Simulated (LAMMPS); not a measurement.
MD of Cu (fcc) at zero pressure, 256 atoms, as a crystal; each row is its own run.

Model: MD with a machine-learned potential, pair style snap, file Cu_Zuo_JPCA2020.snap, run in LAMMPS.

| T (K) | volume (Å³/atom) |
|---|---|
| 200 | 12.085 |
| 300 | 12.130 |
| 810 | 12.388 |
| 1020 | 12.510 |
| 1220 | 12.639 |
| 1630 | 12.962 |

Question: Fit a straight line, y = a + b x, to these rows (x is the first column, y the second) and predict the run at x = 1430.

Answer: Least squares gives a = 11.937 and b = 0.0005968. At x = 1430 the fit predicts 12.791 Å³/atom. The run itself gave 12.792 ± 0.004 Å³/atom, so the fit is 0.0078 % low, within the run's error.

Caution (rows 1020; 1220; 1430; 1630): a run this short can hold a crystal over, or a liquid under, the potential's own melting point, which these runs don't give.

Caution (rows 1430; 1630): this crystal lies over the measured melting point of 1358 K, so it is superheated or the potential melts high.
